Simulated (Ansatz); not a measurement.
Data:

```xyz
4
Lattice="4.1238 0.0000 0.0000 -2.0619 3.5713 0.0000 0.0000 0.0000 6.7100" Properties=species:S:1:pos:R:3 pbc="T T T"
Cd     0.0000     2.3809    -0.0051
Cd     2.0619     1.1904     3.3499
S      0.0000     2.3809     2.5213
S      2.0619     1.1904     5.8763
```

Method: PBE with spin-orbit coupling, rigid bands (plane waves, PAW; Ansatz, an electronic-structure program). Geometry: cell and atoms relaxed with PBEsol.

**Question.** Predict the electron conductivity mass (n e² τ/σ) at 300 K, by direction if it differs.

**Answer.** 0.150 (x), 0.150 (y), 0.139 (z) mₑ.

**Question.** Predict the hole conductivity mass (n e² τ/σ) at 300 K, by direction if it differs.

**Answer.** 1.19 (x), 1.19 (y), 1.53 (z) mₑ.

**Question.** And the band gap?

**Answer.** 1.22 eV at this level; semilocal functionals usually fall short of the measured gap.

Rigid bands, one relaxation time for all states, no polarons. Geometry: cell and atoms relaxed with PBEsol.
